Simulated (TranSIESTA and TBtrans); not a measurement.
Run with TranSIESTA and TBtrans (open boundaries, self-consistent; PseudoDojo norm-conserving potentials, scalar-relativistic): Spin polarized, PAO.BasisSize DZP, PAO.EnergyShift 0.15 eV, XC.Authors PBE, Mesh.Cutoff 200 Ry, ElectronicTemperature 300 K, TS.Voltage 0.0 eV, TBT.Elecs.Eta 0.001 eV.

Device: Sn chain with one Pd atom in place of Sn. Leads: straight Sn chain, spacing 2.75 Å. Geometry: 3 atoms about the centre moved by SIESTA (PBE, DZP) to a largest force of 0.03 eV/Å, all others as built, motion along the axis alone.

Question: Predict: conductance at 300 K (G0 = 2e²/h); thermopower (μV/K); mean T from −0.5 to 0.5 eV.

Answer: conductance at 300 K (G0 = 2e²/h): 1.58; thermopower (μV/K): -4.7; mean T from −0.5 to 0.5 eV: 1.39. Moments were seeded on the central atoms alone, and one start was tried. The straight chain is held at its spacing; free chains may zigzag or dimerise.
